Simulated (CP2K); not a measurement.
Worked example: self-consistent single point of Al2Pt (Fm-3m, 3 atoms in the cell) in CP2K.

Method of the run: PBE, GPW, TZVP-MOLOPT-SR-GTH basis, GTH-PBE potentials (GTH_POTENTIALS) in CP2K 2026.2.

```xyz
3
Lattice="4.2212 0.0000 0.0000 2.1106 3.6557 0.0000 2.1106 1.2186 3.4466" Properties=species:S:1:pos:R:3 pbc="T T T"
Al     2.1106     1.2186     0.8617
Al     6.3318     3.6557     2.5850
Pt     0.0000     0.0000     0.0000
```

Reference input (self-consistent single point, DFT PBE, GPW, TZVP-MOLOPT-SR-GTH basis, GTH-PBE potentials (GTH_POTENTIALS)): CUTOFF = 500 Ry; REL_CUTOFF = 40 Ry; SMEAR/METHOD = GAUSSIAN; SIGMA = 0.136 eV; KPOINTS/SCHEME = MONKHORST-PACK 7 7 7; XC_FUNCTIONAL = PBE; Al/BASIS_SET = TZVP-MOLOPT-SR-GTH-q3; Al/POTENTIAL = GTH-PBE-q3; Pt/BASIS_SET = TZVP-MOLOPT-SR-GTH-q18; Pt/POTENTIAL = GTH-PBE-q18; METHOD = GPW; EPS_DEFAULT = 1e-10. This run's input differs from it in these lines:

```diff
@@ -40,3 +40,4 @@
     &KPOINTS
-      SCHEME MONKHORST-PACK 7 7 7
+      SCHEME MONKHORST-PACK 8 8 8
+      GAMMA_CENTERED T
     &END KPOINTS
```

Log, with long lists cut:

```
 SCF WAVEFUNCTION OPTIMIZATION

  Step     Update method      Time    Convergence         Total energy    Change
     1 NoMix/Diag. 0.30E+00      -     1.38535659      -125.0077433227 -1.25E+02
     2 Broy./Diag. 0.30E+00      -     0.12621623      -126.0721178419 -1.06E+00
     3 Broy./Diag. 0.30E+00      -     0.05415123      -124.9554524684  1.12E+00
     4 Broy./Diag. 0.30E+00      -     0.01961717      -124.4298573067  5.26E-01
     5 Broy./Diag. 0.30E+00      -     0.00499838      -124.4118210097  1.80E-02
     6 Broy./Diag. 0.30E+00      -     0.00095973      -124.4329922482 -2.12E-02
   [... 3 lines left out ...]
    10 Broy./Diag. 0.30E+00      -     0.00009074      -124.4329363846 -2.23E-04
    11 Broy./Diag. 0.30E+00      -     0.00000619      -124.4330097266 -7.33E-05
    12 Broy./Diag. 0.30E+00      -     0.00000784      -124.4330182463 -8.52E-06
    13 Broy./Diag. 0.30E+00      -     0.00000006      -124.4330171564  1.09E-06
  *** SCF run converged in    13 steps ***

  Overlap energy of the core charge distribution:               0.00000000003378
  Self energy of the core charge distribution:               -194.08121674042818
  Core Hamiltonian energy:                                     42.90879801720048
  Hartree energy:                                              40.08449120651493
  Exchange-correlation energy:                                -13.34454215884118
  Smearing free energy correction:                             -0.00054748085402
  Fermi energy:                                                 0.30382882155573

  Total energy:                                              -124.43301715635467
  Total energy (extrapolated to sigma->0):                   -124.43274341592766

                     Mulliken Population Analysis

   [... lines left out ...]

 STRESS| Analytical stress tensor [bar]
 STRESS|                        x                   y                   z
 STRESS|      x       -1.59969075136E+04  -8.95994464137E+00  -6.33579909630E+00
 STRESS|      y       -8.95994464137E+00  -1.59859735229E+04  -3.84358008648E+00
 STRESS|      z       -6.33579909630E+00  -3.84358008648E+00  -1.59825478996E+04
 STRESS| 1/3 Trace                                            -1.59884763120E+04
```

The run converged in 13 iterations. Against the reference run the free energy goes up by 2.8 meV/atom and the pressure stays at -1.60 GPa.

The starting cell comes from a database of computed structures (which also holds hypothetical and non-ambient phases and stackings), without a prior relaxation at this level. Its lattice was rescaled by a random factor within 2.5 % of one. Spin polarisation is off. Values carry the incompleteness of an atom-centred basis.

Cost on one core of a shared machine: roughly 70 s.
